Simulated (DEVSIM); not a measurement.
Device: illuminated Si n-on-p cell, one wavelength, at 300 K.

| layer (left to right) | material | thickness (μm) | Nd (cm⁻³) | Na (cm⁻³) | τn (s) | τp (s) | absorption coefficient (cm⁻¹) |
|---|---|---|---|---|---|---|---|
| 1 | Si | 0.150 | 2.1e18 | - | 1.2e-7 | 1.7e-7 | 130 |
| 2 | Si | 24.0 | - | 4e16 | 2.2e-7 | 2.2e-7 | 130 |

Left contact: ohmic, minority hole recombination velocity 50000 cm/s. Right contact: ohmic, minority electron recombination velocity 50000 cm/s. Voltage is applied to the left contact. Recombination: SRH at mid-gap, radiative, Auger. Light enters at the left, 4.2e16 photons cm⁻² s⁻¹, one pass, no reflection. Mobility is μmin + (μ − μmin)/(1 + (N/Nref)^α).

The device is made up for the run: typed textbook-type constants, with dimensions and the other settings drawn at random. Values at 300 K.

```tsv
parameter	Si
gap (eV)	1.124
affinity (eV)	4.05
permittivity	11.7
Nc (cm⁻³)	2.86e19
Nv (cm⁻³)	3.1e19
μn (cm²/Vs)	1417
μp (cm²/Vs)	470
μn,min	52
μp,min	45
Nref,n	9.7e16
Nref,p	2.2e17
αn	0.68
αp	0.72
B (cm³/s)	4.7e-15
Cn (cm⁶/s)	2.8e-31
Cp (cm⁶/s)	9.9e-32
```

DEVSIM, 1D drift-diffusion, Boltzmann statistics, complete ionisation; no tunnelling, impact ionisation, image-force lowering or self-heating.

The photon flux was swept, all else fixed.

```csv
photon flux (cm^-2 s^-1),open-circuit voltage (V),fill factor,largest power (mW/cm²),short-circuit current (mA/cm²)
1.3e15,0.386,0.71,0.00844,0.0308
4.2e15,0.421,0.74,0.0312,0.0997
1.3e16,0.454,0.77,0.107,0.308
4.2e16,0.486,0.78,0.379,0.997
1.3e17,0.516,0.80,1.27,3.08
4.2e17,0.547,0.81,4.40,9.97
1.3e18,(withheld),(withheld),14.6,(withheld)
```

Question: Some entries are withheld; supply them.

Answer: 
- 1.3e18, open-circuit voltage (V): 0.577
- 1.3e18, fill factor: 0.82
- 1.3e18, short-circuit current (mA/cm²): 30.9
